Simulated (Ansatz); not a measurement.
# ZnO: biaxial strain +0.60 %, plane normal [001], relaxed out of plane

Take ZnO in the wurtzite structure (space group P6_3mc, No. 186; a = 3.187 Å, c = 5.153 Å) as the base. Axes: x lies along a and z along c of the hexagonal cell.

The change: tensile biaxial strain of 0.60 % in the plane normal to [001], as in epitaxy on a mismatched substrate; the out-of-plane cell vector and the atoms relax.

Computed with LDA (Ansatz, a quantum-chemistry and plane-wave program; PAW; 420 eV plane waves; spin-orbit coupling left out). k-mesh 12×12×7 (Γ-centred); smearing 0.05 eV (Fermi–Dirac).

- Volume per atom = 11.40 Å³ (base 11.33 Å³)
- Space group = P6_3mc (No. 186) (base P6_3mc (No. 186))
- Shortest interatomic distance = 1.948 Å (base 1.944 Å)
- Band gap = 0.81 eV (base 0.80 eV)
- Gap character = direct at Γ (base direct at Γ)
- Electron mass = 0.15 mₑ (at Γ) (base 0.15 mₑ (at Γ))
- Valence-band top at Γ (three highest levels, from the VBM) = 0.00, 0.00, -0.10 eV (base 0.00, 0.00, -0.11 eV)
- Out-of-plane strain = -0.62 %

Masses are band curvatures over ±0.01 Å⁻¹ around the edge. Whether these cells are dynamically stable was not tested.
